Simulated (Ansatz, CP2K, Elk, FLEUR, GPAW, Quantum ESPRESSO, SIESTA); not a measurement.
# One structure in several programs: Sc (P6_3/mmc, 4 atoms in the cell)

Self-consistent single point, at a second geometry (lattice scaled by 0.98). First geometry:

```xyz
4
Lattice="3.2220 0.0000 0.0000 -1.6110 2.7903 0.0000 0.0000 0.0000 10.3667" Properties=species:S:1:pos:R:3 pbc="T T T"
Sc     0.0000     0.0000     0.0000
Sc     0.0000     0.0000     5.1834
Sc     0.0000     1.8602     2.5917
Sc     1.6110     0.9301     7.7750
```

Shared settings, as Ansatz (an electronic-structure program) writes them: kpoints.mp_grid.grid = 8 8 3; scf.occupations.method = fermi_dirac; scf.occupations.width = 0.0073 Ry. Potentials and cutoffs stand in the table.

```csv
code,model,ΔF from the first geometry (meV/atom),pressure (GPa),cutoff
FLEUR,"PBE, all-electron FLAPW (FLEUR), scalar-relativistic valence",48.4,–,Kmax 3.8 1/bohr
Ansatz,"PBE, default PAW files",45.9,7.47,30.9 Ry
SIESTA,"GGA PBE, numerical atomic orbitals DZP, PseudoDojo PBE standard norm-conserving potentials (rewritten from UPF to PSML)",32.3,5.93,grid 300 Ry
Elk,"PBE, all-electron FP-LAPW, Elk's shipped species files, APW+lo basis with extra local orbitals",50.6,–,rgkmax 7.5
GPAW,"PBE, GPAW PAW datasets PBE (gpaw-data 1.0.1)",45.4,7.44,850 eV
Quantum ESPRESSO,"PBE, SSSP 1.1.2 efficiency (PBE) pseudopotentials",46.6,7.58,60 Ry
CP2K,"PBE, GPW, DZVP-MOLOPT-SR-GTH basis, GTH-PBE potentials (GTH_POTENTIALS)",48.2,7.79,grid 600 Ry
```

A dash marks a value that a program does not give, or that is left out as unsure.

The spread over the programs that give each value: ΔF from the first geometry within 18.3 meV/atom; pressure within 1.86 GPa.

SIESTA and CP2K use small atom-centred bases, whose incompleteness enters pressures, forces and empty levels differently from a plane-wave cutoff. FLEUR and Elk treat all electrons, but the usual bases taken here (sphere radii, linearisation, local orbitals, empty states) were not tested for convergence, so the values are no reference for the others. Ansatz's pressure is given at a fixed set of plane waves, as the other plane-wave codes print theirs. In the pressure, SIESTA (by 1.54) lies more than 1 GPa from the median of the plane-wave programs.

The starting cell was generated: these elements placed on a structure prototype, without a prior relaxation; it need not be a known phase or ordering of this composition. Its lattice was rescaled by a random factor within 2.5 % of one. For this run, on top of that: lattice scaled by 0.98.

Keys are those of Ansatz 0.2.
